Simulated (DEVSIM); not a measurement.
Device: Schottky contact on n-type In0.53Ga0.47As, at 300 K.

```tsv
layer (left to right)	material	thickness (μm)	Nd (cm⁻³)	τn (s)	τp (s)
1	In0.53Ga0.47As	0.420	5.4e15	3.6e-10	3.6e-10
```

Left contact: Schottky, work function 4.87 eV, emission velocity 3.8e6 cm/s. Right contact: ohmic. Voltage is applied to the left contact. Recombination: SRH at mid-gap, Auger. Mobility is constant in doping.

Constants are typed, rounded textbook-type inputs, not results; the design itself was drawn at random and stands for no fabricated device. Values at 300 K.

```csv
parameter,In0.53Ga0.47As
gap (eV),0.74
affinity (eV),4.51
permittivity,13.9
Nc (cm⁻³),2.1e17
Nv (cm⁻³),7.7e18
μn (cm²/Vs),12000
μp (cm²/Vs),300
Cn (cm⁶/s),5e-29
Cp (cm⁶/s),5e-29
```

Model (solved in DEVSIM): 1D drift-diffusion, Boltzmann statistics, complete ionisation; no tunnelling, impact ionisation, image-force lowering or self-heating. Metal contacts follow the ideal Schottky-Mott rule: no Fermi-level pinning, no interface dipoles.

Question: Tabulate band edges, carrier densities and field at zero bias.

Answer: Energies count from the Fermi level of the right contact; mesh points crowd at the junctions.

| x (μm) | Ec (eV) | Ev (eV) | n (cm⁻³) | p (cm⁻³) | field (V/cm) |
|---|---|---|---|---|---|
| 0.000 | 0.360 | -0.380 | 1.9e11 | 3.2e12 | -18000 |
| 0.005381 | 0.350 | -0.390 | 2.7e11 | 2.2e12 | -18000 |
| 0.01326 | 0.336 | -0.404 | 4.7e11 | 1.3e12 | -17000 |
| 0.02126 | 0.323 | -0.417 | 8.0e11 | 7.5e11 | -17000 |
| 0.03518 | 0.300 | -0.440 | 1.9e12 | 3.1e11 | -16000 |
| 0.04751 | 0.281 | -0.459 | 4.0e12 | 1.5e11 | -15000 |
| 0.06556 | 0.255 | -0.485 | 1.1e13 | 5.4e10 | -14000 |
| 0.09219 | 0.221 | -0.519 | 4.1e13 | 1.5e10 | -12000 |
| 0.1158 | 0.195 | -0.545 | 1.1e14 | 5.3e9 | -10000 |
| 0.1440 | 0.168 | -0.572 | 3.1e14 | 1.9e9 | -8300 |
| 0.1854 | 0.139 | -0.601 | 9.6e14 | 6.2e8 | -5800 |
| 0.2343 | 0.117 | -0.623 | 2.2e15 | 2.7e8 | -3300 |
| 0.2694 | 0.108 | -0.632 | 3.2e15 | 1.9e8 | -2100 |
| 0.2988 | 0.103 | -0.637 | 3.9e15 | 1.5e8 | -1400 |
| 0.3319 | 0.099 | -0.641 | 4.5e15 | 1.3e8 | -870 |
| 0.3543 | 0.098 | -0.642 | 4.8e15 | 1.3e8 | -650 |
| 0.3696 | 0.097 | -0.643 | 5.0e15 | 1.2e8 | -540 |
| 0.3824 | 0.096 | -0.644 | 5.1e15 | 1.2e8 | -480 |
| 0.3969 | 0.096 | -0.644 | 5.2e15 | 1.2e8 | -430 |
| 0.4067 | 0.095 | -0.645 | 5.3e15 | 1.1e8 | -410 |
| 0.4134 | 0.095 | -0.645 | 5.3e15 | 1.1e8 | -400 |
| 0.4200 | 0.095 | -0.645 | 5.4e15 | 1.1e8 | -400 |
